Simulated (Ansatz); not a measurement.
# NbAs: pressure series

Consider NbAs (space group I4_1md, No. 109; a = 3.4581 Å, c = 11.7643 Å).

Cell and atoms are relaxed at each pressure.

Level of theory: r2SCAN (Ansatz, a quantum-chemistry and plane-wave program; PAW; 500 eV plane waves; no spin-orbit coupling).

Notes on the quantities. enthalpy: H = E + PV relative to the base's energy.

| variant | density | enthalpy |
|---|---|---|
| base | 7.92 g/cm³ | – |
| pressure −2 GPa | ? | -0.22 eV/atom |
| pressure −1 GPa | ? | -0.11 eV/atom |
| pressure 0.9 GPa | ? | +0.10 eV/atom |
| pressure 2.1 GPa | ? | +0.23 eV/atom |

Task: What belongs in the blanks?

Result: 
- pressure −2 GPa, density: 7.83 g/cm³
- pressure −1 GPa, density: 7.88 g/cm³
- pressure 0.9 GPa, density: 7.97 g/cm³
- pressure 2.1 GPa, density: 8.02 g/cm³

Load acts through the strain it causes; cell and atoms are relaxed under it. Stability against distortions was not tested. All final runs are without spin polarisation.
